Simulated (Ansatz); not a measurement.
The parent structure is KBr in the rock salt structure (space group Fm-3m, No. 225; a = 6.705 Å).

The values are results of PBE (Ansatz, an electronic-structure program, PAW, no spin-orbit coupling), not measurements.

Before the change:

| Quantity | Value |
|---|---|
| Valley order | Γ 4.31 eV; X along ⟨100⟩ 5.91 eV |
| Shortest interatomic distance | 3.353 Å |

Modification: cell and atoms relaxed at a pressure of 10 GPa.

Question: What does the calculation give for the valley order after the change?

Answer: The valley order (the lowest conduction-band minima on the path, energy above the VBM, named in the base's zone) changes from Γ 4.31 eV; X along ⟨100⟩ 5.91 eV to X along ⟨100⟩ 5.33 eV; Γ 5.36 eV.

Question: What happens to the shortest interatomic distance?

Answer: The shortest interatomic distance shrinks by 0.352 Å to 3.001 Å.

The levels and masses belong to the bands next to the band gap. Load acts through the strain it causes; cell and atoms are relaxed under it. Whether these cells are dynamically stable was not tested. No other phases were tried under pressure.
